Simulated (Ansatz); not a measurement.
Take KF in the NiAs type structure (space group P6_3/mmc, No. 194; a = 3.661 Å, c = 6.479 Å; a hypothetical phase, not in the database extracts checked) as the base.

The values are results of Ansatz (a program for electronic structure), r2SCAN, PAW, cutoff 500 eV, scalar-relativistic without spin-orbit coupling, not measurements.

For the base:

- Gap character = direct at Γ
- Band gap = 6.86 eV
- Pressure = 0.00 GPa
- Valence-band top at Γ = 0.00, 0.00, -0.07 eV

Modification: an isotropic linear strain of +4.34 %; the atoms relax in the strained cell.

### Question
Predict the new energy relative to the base, gap character, band gap, pressure and valence-band top at Γ.

### Answer
The energy increases by 30 meV/atom; the gap character is still direct at Γ; the band gap decreases by 0.62 eV to 6.24 eV; the pressure (mean of the normal stresses, compression positive) goes from zero to -3.26 GPa; the valence-band top at Γ (three highest levels, from the VBM) becomes 0.00, 0.00, -0.08 eV (base: 0.00, 0.00, -0.07 eV).

Whether these cells are dynamically stable was not tested.
